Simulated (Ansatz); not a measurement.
The starting structures come from a database of crystals and need not be the phases stable at ambient conditions.

Inside the gap of an insulator the Bloch states are evanescent, with a wavenumber k + iκ along the transport direction.

Given:

```yaml
crystal:
  lattice:
    - [7.23801, 0.00000, 0.09191]
    - [0.00000, 8.36799, 0.00000]
    - [-3.38496, 0.00000, 3.56577]
  atoms:
    - { symbol: Sn, position: [0.00514, 0.62301, 0.27414] }
    - { symbol: Sn, position: [0.99486, 0.12301, 0.22586] }
    - { symbol: Sn, position: [0.49486, 0.37699, 0.26386] }
    - { symbol: Sn, position: [0.50514, 0.87699, 0.23614] }
    - { symbol: F, position: [0.76931, 0.80146, 0.85952] }
    - { symbol: F, position: [0.23069, 0.30146, 0.64048] }
    - { symbol: F, position: [0.73069, 0.19854, 0.32090] }
    - { symbol: F, position: [0.26931, 0.69854, 0.17910] }
    - { symbol: F, position: [0.12005, 0.95624, 0.64863] }
    - { symbol: F, position: [0.87995, 0.45624, 0.85137] }
    - { symbol: F, position: [0.37995, 0.04376, 0.40853] }
    - { symbol: F, position: [0.62005, 0.54376, 0.09147] }
```

Space group of this cell: P2_12_12_1. The cell was relaxed by PBE-D3(BJ); by r2SCAN its mean pressure is -2.4 GPa.

Transport runs along the normal of the first two printed cell vectors.

No gap correction and no spin-orbit coupling; mid-gap values are interpolated between computed energies.

State the band gap and the smallest decay constant κ at mid-gap according to r2SCAN (Ansatz, a quantum-chemistry and plane-wave program).

Gap 3.69 eV on a 8×4×8 mesh; κ = 0.320 1/Å, at the zone centre.
